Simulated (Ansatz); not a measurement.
System: interstitial Li in chalcopyrite CuGaSe2 (charge state +1). The step: one Li atom jumps by itself; the atom moves 2.60 Å along (0.25, -0.28, 0.13) of the unit cell; the moving atom starts with neighbours Cu at 2.47, Cu at 2.48; 2 Ga at 2.72; Se at 2.64, Se at 2.80, 2 Se at 2.81, Se at 2.84, Se at 3.03 Å and ends with Cu at 2.73, Cu at 2.80, Cu at 2.82; 2 Ga at 2.95, Ga at 2.98; 2 Se at 2.47, Se at 2.51, Se at 2.55 Å. A PBE band in Ansatz (plane-wave PAW, one k-point at (0.250, 0.250, 0.250), 64 host sites, 22 SCF runs with any check of the saddle's order, static, no finite-size correction) gives a forward barrier of 0.42 eV. The saddle point's order was not checked. The charge state is imposed; whether it is stable for some Fermi level was not computed. Sites that were not tried may lie lower. The start lies 0.062 eV above the lowest site run (PBE).

Single points at the band's start and saddle point can refine it. Rough cost of one point, in units of the band's mean SCF on the same machine:

| Level | Cost of one point |
|---|---|
| PBE, a 2×2×2 k-point mesh shifted by half a step | about 5 |
| r2SCAN at 500 eV, one k-point at (0.250, 0.250, 0.250) | about 2 |

Task: Which of these move the barrier by more than 0.1 eV, and how far does each move it?

Result: Not one does. PBE, a 2×2×2 k-point mesh shifted by half a step: 0.00 eV; r2SCAN at 500 eV, one k-point at (0.250, 0.250, 0.250): 0.00 eV. Each functional is compared with PBE at the same k-points.

Ansatz is a quantum-chemistry and plane-wave program.
